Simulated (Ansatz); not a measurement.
Consider C in the diamond structure (space group Fd-3m, No. 227; a = 3.5538 Å). Axes: x, y, z lie along the cube axes.

All numbers come from Ansatz (an electronic-structure program), PBEsol, PAW, cutoff 420 eV, spin-orbit coupling left out.

For the base:

The valence-band top at Γ is 0.00, 0.00, 0.00 eV and the band gap is 4.03 eV.

One thing is altered: compressive biaxial strain of 0.83 % in the plane normal to [111], as in epitaxy on a mismatched substrate; the out-of-plane cell vector and the atoms relax.

Problem. Estimate the effect on the valence-band top at Γ.

Solution. The valence-band top at Γ (three highest levels, from the VBM) changes from 0.00, 0.00, 0.00 eV to 0.00, 0.00, -0.04 eV.

Problem. What happens to the band gap?

Solution. The band gap goes up by 0.02 eV, from 4.03 eV to 4.05 eV.

Whether these cells are dynamically stable was not tested.
